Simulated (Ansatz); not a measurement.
Start from CdS in the wurtzite structure (space group P6_3mc, No. 186; a = 4.1244 Å, c = 6.7082 Å). Axes: x lies along a and z along c of the hexagonal cell.

All numbers come from PBEsol, PAW, 420 eV (Ansatz, a program for electronic structure; no spin-orbit coupling).

Perturbation: the cell is scaled by 0.9940 in all directions, atoms relaxed at fixed cell.

### Question
Predict the stress tensor and what it implies for the stiffness.

### Answer
Stress of the strained cell less that of the base (GPa, compression positive):
```
   1.15    0.00    0.00
   0.00    1.15    0.00
   0.00    0.00    1.15
```

Then B = −ΔP/(ΔV/V₀) with ΔV/V₀ = -0.0179 gives secant stiffness values (nonlinear terms included at this strain): B (at held cell shape, above the free-shape value) ≈ 64 GPa.

Whether these cells are dynamically stable was not tested.
